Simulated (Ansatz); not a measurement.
# GaN (I4mm, No. 107, 2 atoms in the cell; start mp-2646978; a measured phase of this formula has another space group)

Calculation: LDA (plane waves, PAW; Ansatz, an electronic-structure program).

Settings: plane-wave cutoff 520 eV, 16×16×16 k mesh, Fermi–Dirac smearing 0.01 eV, scalar-relativistic PAW data made under PBE.

Cell (relaxed at this level):

GaN has the tetragonal space group I4mm (No. 107), Pearson symbol tI4. Cell: a = b = 2.8285 Å, c = 4.8883 Å, α = β = γ = 90.00°. Ga on 2a sees 1 N at 1.943 Å and 4 N at 2.062 Å. N on 2a is surrounded by 1 Ga at 1.943 Å and 4 Ga at 2.062 Å. (Neighbours: up to the widest gap in distance over summed covalent radii, below 1.35, at either atom; cation-cation and far metal-metal contacts left out.)
(The calculation used a cell of 2 atoms; values per cell refer to that cell.)

- band gap = 0.14 eV (indirect)
- smallest direct gap on the k points sampled = 2.31 eV

Spin–orbit coupling is not included.

It cost around 20 core-seconds (rough) of CPU time.

A start named mp-… is a Materials Project structure, which need not be a measured phase.
